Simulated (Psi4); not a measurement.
Psi4 1.11, unrestricted WB97X/def2-svp: [c]1ncccn1, charge 0, multiplicity 2, 9 atoms. The geometry is a generated start, not checked to be a minimum at this level.

| Property | Result |
|---|---|
| task | energy |
| method | wb97x |
| basis | def2-svp |
| memory | 3 GB |
| maxiter | 100 |
| keys of the molecule block | symmetry c1 |
| scf_type | df (default) |
| e_convergence | 1e-06 (default) |
| d_convergence | 1e-06 (default) |
| dft_radial_points | 75 (default) |
| dft_spherical_points | 302 (default) |
| basis functions | 99 |
| grid points | 190506 |

```xyz
9

C     -0.0398    -1.7576     0.0975
N      1.1453    -1.2363     0.0330
C      1.1890     0.0908    -0.0452
C      0.0191     0.8395    -0.0463
C     -1.1821     0.1471     0.0327
N     -1.2014    -1.1813     0.1021
H      2.1730     0.5377    -0.1076
H      0.0410     1.9157    -0.1069
H     -2.1441     0.6444     0.0409
```

Charge 0 and multiplicity 2 are set for this test and not shown to be the ground state.

With the defaults (damping_percentage = 0, diis = true, scf_initial_accelerator = adiis, guess = auto, which took SAD, diis_start = 1, diis_max_vecs = 10) it converges in 13 SCF iterations. One run each on 2 threads, with these changes:
- damping_percentage = 60, diis = false, scf_initial_accelerator = none
- guess = huckel
- diis_max_vecs = 6
- damping_percentage = 60
- diis_start = 4
- guess = sadno
- scf_initial_accelerator = none
- guess = sapgau
- scf_initial_accelerator = ediis

### Question
Which of these changes keep the SCF from converging, or lead it to another solution?

### Answer
No convergence: damping_percentage = 60; damping_percentage = 60, diis = false, scf_initial_accelerator = none (the run ends without SCF convergence in 100 iterations). The rest reach the solution of the defaults.

```tsv
setting	SCF iterations	end
the defaults	13	same solution
guess = huckel	13	same solution
scf_initial_accelerator = none	13	same solution
diis_start = 4	13	same solution
diis_max_vecs = 6	13	same solution
scf_initial_accelerator = ediis	13	same solution
guess = sapgau	14	same solution
guess = sadno	14	same solution
damping_percentage = 60	100	no convergence
damping_percentage = 60, diis = false, scf_initial_accelerator = none	100	no convergence
```
